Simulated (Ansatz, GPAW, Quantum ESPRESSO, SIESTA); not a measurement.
# Code comparison for CuPt7 (Fm-3m, 8 atoms in the cell)

Self-consistent single point.

```
CuPt7
1.0
    0.00000     3.99859     3.99859
    3.99859     0.00000     3.99859
    3.99859     3.99859     0.00000
Cu Pt
1 7
Cartesian
  3.99859   3.99859   3.99859
  0.00000   0.00000   0.00000
  1.99930   0.00000   1.99930
  0.00000   1.99930   1.99930
  1.99930   3.99859   1.99930
  3.99859   1.99930   1.99930
  1.99930   1.99930   0.00000
  1.99930   1.99930   3.99859
```

Shared settings, as Ansatz (a program for electronic structure) writes them: kpoints.mp_grid.grid = 2 2 2; scf.occupations.method = gaussian; scf.occupations.width = 0.0073 Ry. Potentials and cutoffs stand in the table.

| code | model | pressure (GPa) | cutoff |
|---|---|---|---|
| Quantum ESPRESSO | PBEsol, SSSP 1.1.2 efficiency (PBE) pseudopotentials | -21.63 | 50 Ry |
| SIESTA | GGA PBEsol, numerical atomic orbitals DZP, PseudoDojo PBEsol standard norm-conserving potentials (rewritten from UPF to PSML) | -22.43 | grid 400 Ry |
| Ansatz | PBEsol, PAW files made with PBE | -21.32 | 30.9 Ry |
| GPAW | PBEsol, GPAW PAW datasets PBEsol (made by gpaw-setup) | -21.16 | 800 eV |

On Ansatz's run: spin-orbit coupling is off. Spin polarisation is off.

The spread over the programs that give each value: pressure within 1.27 GPa.

SIESTA uses small atom-centred bases, whose incompleteness enters pressures, forces and empty levels differently from a plane-wave cutoff. Ansatz's pressure is given at a fixed set of plane waves, as the other plane-wave codes print theirs; with its correction for the finite basis it is -21.25 GPa. In the pressure, SIESTA (by 1.12) lies more than 1 GPa from the median of the plane-wave programs.

On the base mesh (7 7 7) the same programs gave: Ansatz pressure -19.41 GPa; Quantum ESPRESSO pressure -19.72 GPa; GPAW pressure -19.11 GPa; SIESTA pressure -20.34 GPa.

The values differ from the base mesh's, so the mesh still matters here: the table compares the programs at equal settings.

The starting cell comes from a database of computed structures (which also holds hypothetical and non-ambient phases and stackings), without a prior relaxation at this level. Its lattice was rescaled by a random factor within 2.5 % of one.

Left out of this page: FLEUR (not drawn, or without a comparable value).

Keys are those of Ansatz 0.2.
